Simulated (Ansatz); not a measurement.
SnO: response to strain

Base system: SnO in the litharge type structure (space group P4/nmm, No. 129; a = 3.8362 Å, c = 4.7574 Å; layered, stacked along the Cartesian z axis).

Strains are applied to the cell and any free atomic positions relax.

Computed with PBE-D3(BJ) (Ansatz, an electronic-structure program, PAW, no spin-orbit coupling), earlier PAW set.

Computed cases, in order: isotropic strain −4.55 %; isotropic strain −3.61 %; the unstrained base; isotropic strain +1.18 %.

**Question.** Between which two neighbouring cases does the band gap open or close?

**Answer.** Between the unstrained base (zero) and isotropic strain +1.18 % (0.27 eV). The whole series: isotropic strain −4.55 %: zero; isotropic strain −3.61 %: zero; the unstrained base: zero; isotropic strain +1.18 %: 0.27 eV.

No phonon test of stability was made. All final runs are without spin polarisation. A zero or small gap of SnO can be the functional's error rather than a property of the material.
